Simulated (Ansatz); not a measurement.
The structure below was relaxed with r2SCAN, PAW, 500 eV (Ansatz, a program for electronic structure; without spin-orbit coupling), earlier PAW set, at pressure −1 GPa.

```
CELL_PARAMETERS angstrom
      0.00000     3.21133     3.21133
      3.21133     0.00000     3.21133
      3.21133     3.21133     0.00000
ATOMIC_POSITIONS crystal
  Te 0.00000 0.00000 0.00000
  Sn 0.50000 0.50000 0.50000
```

### Question
Find the space group and the Wyckoff positions.

### Answer
Space group Fm-3m (No. 225); a = 6.423 Å, b = 6.423 Å, c = 6.423 Å, α = 90.00°, β = 90.00°, γ = 90.00°

```tsv
atom	site	symmetry	x	y	z
Te	4a	m-3m	0.0000	0.0000	0.0000
Sn	4b	m-3m	0.5000	0.5000	0.5000
```

### Question
Describe the coordination.

### Answer
The crystal has 8 atoms in its conventional cell. Conventional cell: a = b = c = 6.423 Å, α = β = γ = 90.00°. Te is surrounded by 6 Sn at 3.211 Å (octahedral). Sn is coordinated by 6 Te at 3.211 Å (octahedral). (Neighbours: up to the widest gap in distance over summed covalent radii, below 1.35, at either atom; cation-cation and far metal-metal contacts left out.)

Spin-orbit coupling, missing from the scalar runs, can matter with Te. Load acts through the strain it causes; cell and atoms are relaxed under it. No phonon test of stability was made. The cell was made from SnTe in the rock salt structure (space group Fm-3m, No. 225) by this change: pressure −1 GPa.
